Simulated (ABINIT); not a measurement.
ABINIT is run on ReOs3 (P6_3/mmc, 8 atoms in the cell), and the run fails. The aim is a self-consistent single point with DFT, PBEsol, plane waves, PAW (JTH v2.0 PBE PAW, files made for PBE).

Cell that was meant: a = 5.5100 Å, b = 5.5100 Å, c = 4.3413 Å, α = 90.00°, β = 90.00°, γ = 120.00°.

Part of the input:

```
nshiftk 1
shiftk 0.5 0.5 0.5
chksymbreak 0
nsteps 100
tolvrs 1.0e-11
prtwf 0
prtden 0
```

Output (repeated stretches shortened):

```
                       2.7549948849E+00  1.5905970665E+00  1.0853349953E+00
                      -1.2235142667E-08  1.5957823919E+00  1.0853349953E+00
                       2.7549948729E+00  3.1760087656E+00  3.2560049858E+00
                       4.1280016979E+00  7.9789122736E-01  3.2560049858E+00
   [... lines left out ...]
                       1.3819880841E+00  7.9789120649E-01  3.2560049858E+00
             xred      3.3333333332E-01  6.6666666668E-01  7.5000000000E-01
                       6.6666666666E-01  3.3333333334E-01  2.5000000000E-01
                       1.6720999999E-01  3.3442000001E-01  2.5000000000E-01
                       8.3278999999E-01  6.6558000001E-01  7.5000000000E-01
                       8.3278999999E-01  1.6721000001E-01  7.5000000000E-01
                       1.6720999999E-01  8.3279000001E-01  2.5000000000E-01
                       6.6557999999E-01  8.3279000001E-01  2.5000000000E-01
                       3.3441999999E-01  1.6721000001E-01  7.5000000000E-01
            znucl       75.00000   76.00000

 Perdew, Burke & Ernzerhof SOL
 J. P. Perdew, A. Ruzsinszky, G. I. Csonka, O. A. Vydrov, G. E. Scuseria, L. A. Constantin, X. Zhou, and K. Burke, Phys. Rev. Lett. 100, 136406 (2008)
 Perdew, Burke & Ernzerhof SOL
 J. P. Perdew, A. Ruzsinszky, G. I. Csonka, O. A. Vydrov, G. E. Scuseria, L. A. Constantin, X. Zhou, and K. Burke, Phys. Rev. Lett. 100, 136406 (2008)

--- !ERROR
src_file: m_parser.F90
src_line: 3780
mpi_rank: 0
message: |
    Found token: `NSTEPS` in the input file.
    This name is not one of the registered input variable names (see https://docs.abinit.org/).
    Action: check your input file. Perhaps you mistyped the input variable,
    or specified "img", although this was not permitted for this input variable.
...

 abinit_abort: decision taken to exit. Check above messages for more info
Abort(13) on node 0 (rank 0 in comm 0): application called MPI_Abort(MPI_COMM_WORLD, 13) - process 0

--- !ERROR
src_file: m_parser.F90
src_line: 3780
mpi_rank: 0
message: |
    Found token: `NSTEPS` in the input file.
    This name is not one of the registered input variable names (see https://docs.abinit.org/).
    Action: check your input file. Perhaps you mistyped the input variable,
    or specified "img", although this was not permitted for this input variable.
...
```

Problem. Read the log: what does the program object to, and what is the fix?

Solution. The fault is a keyword that the program does not know. The program does not know a key of this name. To fix it, use the program's own name for the key. The program stopped before any SCF iteration.

The sound input it was made from differs as follows (other fixes are possible):
```diff
-nsteps 100
+nstep 100
```

With that input, the run converged in 13 iterations: free energy E − TS -6952.20 eV; Fermi level (on the code's own zero) 9.69 eV; pressure -6.48 GPa; largest force (vector length) 0.046 eV/Å (DFT, PBEsol, plane waves, PAW (JTH v2.0 PBE PAW, files made for PBE)).

On the sound input: the starting cell comes from a database of computed structures (which also holds hypothetical and non-ambient phases and stackings), without a prior relaxation at this level. Spin polarisation is off. The potentials were made for another functional than the one used. With a pressure of about -6 GPa the cell is away from its equilibrium volume at this level.

These are the values that this program gave, and no reference: the one-centre exchange-correlation terms come from a truncated expansion.
